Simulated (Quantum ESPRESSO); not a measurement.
Equation of state of rock-salt SnTe (space group 225): energy against volume (Quantum ESPRESSO, PBE)

```
CELL_PARAMETERS angstrom
      0.00000     3.10381     3.10381
      3.10381     0.00000     3.10381
      3.10381     3.10381     0.00000
ATOMIC_POSITIONS crystal
  Sn 0.00000 0.00000 0.00000
  Te 0.50000 0.50000 0.50000
```

Method: PBE, PSlibrary PAW (PBE) pseudopotentials (plane waves; Quantum ESPRESSO 7.5). Settings: ecutwfc = 72 Ry; ecutrho = 432 Ry; occupations = smearing; smearing = fermi-dirac; degauss = 0.000734986 Ry; potentials = {Sn: Sn.pbe-dn-kjpaw_psl.1.0.0.UPF, Te: Te.pbe-n-kjpaw_psl.1.0.0.UPF}; K_POINTS = automatic 9 9 9 0 0 0; conv_thr = 1e-10 Ry; mixing_beta = 0.7. The cell above is the first row's. The rows scale it uniformly. In all rows fractional positions and the k mesh are held. E is the free energy at the stated smearing, counted from the lowest row.

```csv
V (Å^3/atom),E (meV/atom)
29.901,41.50
30.551,24.49
31.201,12.31
31.851,4.45
32.501,0.48
33.151,0.00
33.801,2.64
34.451,8.09
35.101,?
```

Taking the third-order Birch-Murnaghan form, a cubic in V^(-2/3) for E over the 8 complete rows: With u = V^(-2/3) - 0.0990, the rows have u = 0.0048029, 0.0033253, 0.0018992, 0.0005217, -0.0008096, -0.0020974, -0.0033437, -0.0045507. Least squares gives E = 2.475 + 3269.2·u + 1000047·u² + 2303148·u³. Residuals (row less fit): -0.001, 0.001, 0.003, -0.003, -0.003, 0.004, 0.001, -0.001; standard error 0.003 (degrees of freedom: 4). Its minimum lies at u = -0.0016439, so V0 = (0.0973561)^(-3/2) = 32.92. There d²E/du² = 1977000 and d³E/du³ = 1.382e7, so B0 = (4/9) × 32.92^(-7/3) × 1977000 × 0.160218 = 40.5 GPa (the last factor turns the table's units into GPa), and B0' = 4 + (2/3) × 0.0973561 × (1.382e7)/1977000 = 4.5. The program's pressures in the fitted runs (not shown) pass through zero at V = 32.77, 0.47 % from this V0.

**Question.** What does the fit predict for E at V = 35.101, and how far is the calculated value from it?

**Answer.** u = -0.0057203, so E = 2.475 + 3269.2 × (-0.0057203) + 1000047 × (-0.0057203)² + 2303148 × (-0.0057203)³ = 16.066 meV/atom. The calculation gives 16.05 meV/atom, 0.016 meV/atom below the prediction (under 0.05 % of the range of E in the table). The row lies outside the fitted rows, so this is an extrapolation. From the scatter of the fitted rows alone, a prediction at this place has a standard error of 0.008 meV/atom, so the miss is 2.0 times that.

Carrying the step between the two nearest rows on in a straight line would have given 13.54, off by 2.51; series whose last step already gives the withheld value aren't shown. The scan was laid around a cell of about the measured size, scaled by a guess for this functional. This is the room-temperature phase, which distorts on cooling and is held here by symmetry. The runs keep the symmetry of the cell, so they don't test it for distortions. Spin-orbit coupling is off. Cutoffs and mesh are single choices, not tested for convergence of this quantity. Series with a scatter that would blur these digits, or in which a gap closes, are not shown. Nor are scans whose minimum lies at an end fitted in this form.
